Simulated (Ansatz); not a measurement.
System: A15 Nb₃Sn (cubic form, which distorts at low temperature). Method: r²SCAN (Ansatz, a program for electronic structure, plane waves, PAW).

Settings: plane-wave cutoff 500 eV, 10×10×10 k mesh, Fermi–Dirac smearing 0.1 eV, no spin polarisation, scalar-relativistic PAW data made under PBE.

Computed at the level's own relaxed cell.

### Question
Give the computed volume per atom and equilibrium lattice constant a.

### Answer

- volume per atom = 18.66 Å³/atom
- equilibrium lattice constant a = 5.305 Å

Measured, for comparison: equilibrium volume per atom 18.49 Å³/atom, lattice constant a 5.289 Å (temperature not stated, not corrected to a static lattice; as tabulated in Priinits et al. (2024), arXiv:2406.00817). Computed (rounded) less measured: equilibrium volume per atom +0.9 %, lattice constant a +0.3 %.

Note: symmetry holds this phase in the static calculation, where it need not be a minimum.

Spin–orbit coupling is not included.

The computed numbers hold no vibrational or temperature effects.
